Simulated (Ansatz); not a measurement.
The starting structures come from a database of crystals and need not be the phases stable at ambient conditions.

Inside the gap of an insulator the Bloch states are evanescent, with a wavenumber k + iκ along the transport direction.

Consider the following.

```xyz
14
Lattice="7.0740 0.0000 0.0000 0.0000 9.1233 0.0000 0.0000 4.5617 2.9112" Properties=species:S:1:pos:R:3 pbc="T T T"
Na     5.3055     7.4258     0.0000
Na     1.7685     1.6975     0.0000
Na     0.0000     4.5617     0.0000
Na     3.5370     4.5617     0.0000
Cr     5.3055     1.3302     0.0000
Cr     1.7685     7.7931     0.0000
O      3.0998     6.8403     0.0000
O      3.9742     2.2830     0.0000
O      6.6368     2.2830     0.0000
O      0.4372     6.8403     0.0000
O      5.3055     9.4856     1.3456
O      1.7685     4.1994     1.5656
O      1.7685     8.7610     1.3456
O      5.3055     4.9239     1.5656
```

Space group of this cell: Cmcm. The cell is taken as given; by r2SCAN its mean pressure is -0.8 GPa.

Transport runs along the normal of the first two printed cell vectors.

The gap is the functional's own, uncorrected, and κ follows it; spin-orbit coupling is left out. Mid-gap values are interpolated between the computed energies.

### Question
Estimate the band gap and the smallest decay constant κ at mid-gap that r2SCAN run with Ansatz (a first-principles code) returns for this system.

### Answer
Gap 3.05 eV on a 4×10×10 mesh; κ = 0.506 1/Å, at the zone centre.
